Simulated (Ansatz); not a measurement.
# As (model structure, started from the lonsdaleite type, P6₃/mmc, No. 194, 4 atoms in the cell)

The numbers are results of LDA (Ansatz, a first-principles code, plane waves, PAW), not measurements.

Run with plane-wave cutoff 520 eV, 18×18×10 k mesh (along the axes of the cell as run), Fermi–Dirac smearing 0.05 eV, scalar-relativistic PAW data made under PBE.

Cell (relaxed at this level):

```cif
data_As4
_chemical_formula_sum 'As4'
_space_group_name_H-M_alt 'P63/mmc'
_space_group_IT_number 194
_space_group_name_Hall '-P 6c 2c'
_cell_length_a 4.51324
_cell_length_b 4.51324
_cell_length_c 5.59806
_cell_angle_alpha 90.000
_cell_angle_beta 90.000
_cell_angle_gamma 120.000
loop_
_atom_site_label
_atom_site_type_symbol
_atom_site_symmetry_multiplicity
_atom_site_Wyckoff_symbol
_atom_site_fract_x
_atom_site_fract_y
_atom_site_fract_z
_atom_site_occupancy
As1 As 4 f 0.33333 0.66667 0.03106 1
```

```json
{
  "band_gap": "zero (no gap)",
  "bulk modulus B0": "47.3 GPa"
}
```

Note: the bulk modulus is −V dP/dV from two relaxed cells at ±2 % in volume; the relaxation could raise the start's symmetry but not lower it, so the cell can be a saddle point.

Spin–orbit coupling is not included.

The result took about 4 core-minutes (a rough figure).

A model structure was made by putting elements into a prototype or built by hand; it is no filed structure, need not be a known phase, and can be a saddle point held by its symmetry.
